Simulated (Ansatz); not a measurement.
The reference is Be3As2 (space group P-3m1, No. 164; a hypothetical phase, not in the database extracts checked).

```cif
data_As2Be3
_chemical_formula_sum 'As2 Be3'
_space_group_name_H-M_alt 'P-3m1'
_space_group_IT_number 164
_space_group_name_Hall '-P 3 2"'
_cell_length_a 3.59890
_cell_length_b 3.59890
_cell_length_c 5.96015
_cell_angle_alpha 90.000
_cell_angle_beta 90.000
_cell_angle_gamma 120.000
loop_
_atom_site_label
_atom_site_type_symbol
_atom_site_symmetry_multiplicity
_atom_site_Wyckoff_symbol
_atom_site_fract_x
_atom_site_fract_y
_atom_site_fract_z
_atom_site_occupancy
As1 As 2 d 0.33333 0.66667 0.23103 1
Be1 Be 1 a 0.00000 0.00000 0.00000 1
Be2 Be 2 d 0.66667 0.33333 0.39103 1
```

Levels (all Ansatz, a program for electronic structure, PAW): PBEsol (420 eV, no SOC); r2SCAN (500 eV, no spin-orbit coupling).

The geometry is relaxed with PBEsol.

- PBEsol pressure = 0.0 GPa

Task: What does r2SCAN give at this geometry for the pressure?

Result: The pressure goes from zero to 1.9 GPa.

Single points use the geometry relaxed with PBEsol. Their cutoffs differ, which shifts pressures a little. No phonon test of stability was made. All final runs are without spin polarisation.
